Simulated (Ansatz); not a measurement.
Functionals compared on the (31-42) surface of hcp Os in its 1x1 cell, outermost plane spacing 0.21 Å in the ideal cut, in Ansatz (plane waves, PAW). The structure was relaxed with PBE; the other rows are single points on it, each with its references at the same level. Cutoff 420 eV (500 eV for r2SCAN).

Set-up: 34 atoms, 10.3 Å thick at the start (thin: gaps and levels are the slab's own); mesh 6x6x1; 0.1 eV smearing; dipole correction on; all atoms relaxed; symmetry of the start imposed; no spin, no spin-orbit, no U. These notes are the PBE run's.

| functional | surface energy (J/m²) | work function of the top face (eV) | rough cost of the single point |
|---|---|---|---|
| PBE | 3.88 | 4.87 | – |
| LDA | ? | ? | very roughly 10 core-minutes |
| PBEsol | 4.34 | 4.97 | about 12 core-minutes (a rough figure) |
| RPBE | 3.64 | 4.72 | very roughly 11 core-minutes |
| r2SCAN | 4.16 | 4.90 | very roughly 18 core-minutes |

### Question
Some entries are withheld; supply them.

### Answer

- LDA, surface energy (J/m²): 4.48
- LDA, work function of the top face (eV): 5.19

Ansatz is a program for electronic structure.
